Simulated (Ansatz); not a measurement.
Data:

```
KI
1.0
    0.05990     3.50280     3.50280
    3.50280     0.05990     3.50280
    3.56270     3.56270     0.00000
K I
1 1
Cartesian
  0.00000   0.00000   0.00000
  3.56270   3.56270   3.50280
```

No spin polarisation.

The values are results of PBEsol in Ansatz (plane waves to 420 eV, PAW, without spin-orbit coupling), not measurements. Γ-centred 8×8×8 mesh, Fermi–Dirac width 0.05 eV.

What is the computed gap character?

Direct at Γ.

What band gap does the calculation give?

3.82 eV.

With I present, leaving out spin-orbit coupling can change the band edges. The cells carry an imposed strain or load. Whether these cells are dynamically stable was not tested. The cell was made from KI in the rock salt structure (space group Fm-3m, No. 225) by this change: tensor shear ε_xy = +1.71 %.

Ansatz is a quantum-chemistry and plane-wave program.
